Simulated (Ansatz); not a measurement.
Consider BN (space group P6_3/mmc, No. 194; layered, stacked along the Cartesian z axis).

```cif
data_B2N2
_chemical_formula_sum 'B2 N2'
_space_group_name_H-M_alt 'P63/mmc'
_space_group_IT_number 194
_space_group_name_Hall '-P 6c 2c'
_cell_length_a 2.50046
_cell_length_b 2.50046
_cell_length_c 6.41169
_cell_angle_alpha 90.000
_cell_angle_beta 90.000
_cell_angle_gamma 120.000
loop_
_atom_site_label
_atom_site_type_symbol
_atom_site_symmetry_multiplicity
_atom_site_Wyckoff_symbol
_atom_site_fract_x
_atom_site_fract_y
_atom_site_fract_z
_atom_site_occupancy
B1 B 2 d 0.66667 0.33333 0.25000 1
N1 N 2 c 0.33333 0.66667 0.25000 1
```

The values are results of PBEsol-D3(BJ) (Ansatz, an electronic-structure program), spin-orbit coupling left out, not measurements.

For the base:

| Quantity | Result |
|---|---|
| Gap character | indirect, k = (0.267, 1/3, 0) in the run's primitive reciprocal basis → M |
| Pressure | 0.00 GPa |

One thing is altered: an isotropic linear strain of +0.60 %, atoms relaxed at fixed cell.

**Question.** What happens to the mean gap deformation potential ΔEg/Δln V, gap character and pressure?

**Answer.** The mean gap deformation potential ΔEg/Δln V amounts to -1.0 eV; the gap character is still indirect, k = (0.267, 1/3, 0) in the run's primitive reciprocal basis → M; the pressure (mean of the normal stresses, compression positive) goes from zero to -4.43 GPa.

Whether these cells are dynamically stable was not tested.
